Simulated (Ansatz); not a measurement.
A calculation on C11b MoSi₂ returned lattice constant a 3.191 Å, lattice parameter c 7.799 Å, equilibrium volume per atom 13.24 Å³/atom, bulk modulus 223 GPa, cohesive energy 5.65 eV/atom.

For reference: lattice constant a 3.205 Å (measured, temperature not stated, not corrected to a static lattice; as tabulated in Pavlosiuk et al. (2022), arXiv:2202.05362); lattice parameter c 7.845 Å (measured, temperature not stated, no zero-point or thermal correction; as tabulated in Pavlosiuk et al. (2022), arXiv:2202.05362); bulk modulus 222 ± 2 GPa (measured, room temperature, not corrected to a static lattice, B' = 4; as tabulated in Structural stability of MoSi2 and Mo5Si3 under high pressure, Chin. Phys. B 26 …).

Problem. Which level of theory produced these numbers?
A) BLYP (Ansatz (a quantum-chemistry and plane-wave program))
B) r²SCAN-D4 (Ansatz)
C) RPBE (Ansatz)
D) PBEsol-D3(BJ) (Ansatz)

Solution. B, r²SCAN-D4 (Ansatz)

The others give: BLYP 3.277 Å, 7.962 Å, 14.25 Å³/atom, 169 GPa, 4.66 eV/atom; PBEsol-D3(BJ) 3.156 Å, 7.755 Å, 12.88 Å³/atom, 235 GPa, 6.81 eV/atom; RPBE 3.231 Å, 7.904 Å, 13.75 Å³/atom, 198 GPa, 5.17 eV/atom.

Unless a cell is named, each level is at its own relaxed cell (BLYP 14.25, PBEsol-D3(BJ) 12.88, r²SCAN-D4 13.24, RPBE 13.75 Å³/atom).

Ansatz's density-functional and Hartree–Fock values are scalar-relativistic unless marked +SOC, with PAW data made under PBE.
